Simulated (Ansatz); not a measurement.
System: C11b WSi2. Method: PBEsol+SOC (Ansatz, a program for electronic structure, plane waves, PAW).

Numerical settings: plane-wave cutoff 520 eV, 24×24×24 k mesh, Fermi–Dirac smearing 0.05 eV, PAW data made under PBE.

Energies at three volumes about the minimum:

```tsv
V (Å³/atom)	E − E_lowest (meV/atom)
13.087	3.97
13.354	0.00
13.621	3.72
```

Task: Fit a parabola by hand: where is the minimum, and what is the bulk modulus?

Result: Slopes: (0.00 − 3.97)/(13.354 − 13.087) = -14.869 and (3.72 − 0.00)/(13.621 − 13.354) = 13.933 meV/Å³. Curvature E″ = 2 × (13.933 − (-14.869))/(13.621 − 13.087) = 107.873 meV/Å⁶. From the middle of the first interval, the slope vanishes at V0 = 13.2205 − (-14.869)/107.873 = 13.358 Å³/atom. B = V0 E″ = 13.358 × 107.873 meV/Å³ × 0.1602 GPa per meV/Å³ = 231 GPa. The full Birch–Murnaghan fit to all volumes gives V0 = 13.354 Å³/atom and B0 = 230 GPa.

Shape and atoms are relaxed at each volume.

Note: the bulk modulus comes from volumes at which shape and atoms were relaxed.
